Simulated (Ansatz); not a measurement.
Start from AlP in the zinc blende structure (space group F-43m, No. 216; a = 5.4703 Å). Axes: x, y, z lie along the cube axes.

Levels (all Ansatz, a program for electronic structure, PAW, earlier PAW set): PBEsol (420 eV, scalar-relativistic without spin-orbit coupling); HSE06 (420 eV, no spin-orbit coupling).

Its gap is 1.45 eV with PBEsol and 2.28 eV with HSE06.

Perturbation: uniaxial stress, 5 GPa compression along z, with the cell and atoms free to relax against it.

With PBEsol the gap becomes 0.79 eV.

**Question.** If the HSE06 correction stayed the same, what would the HSE06 gap be, and what does the HSE06 run give?

**Answer.** A rigid correction of +0.83 eV gives 1.62 eV. The HSE06 run gives 1.58 eV, so the correction itself changes by -0.04 eV.

Single points use the geometry relaxed with PBEsol. The hybrid gap comes from the SCF mesh plus the semilocal run's edge points and a few special points and is an upper bound. Load acts through the strain it causes; cell and atoms are relaxed under it. Beyond what the load breaks, stability against distortions was not tested.
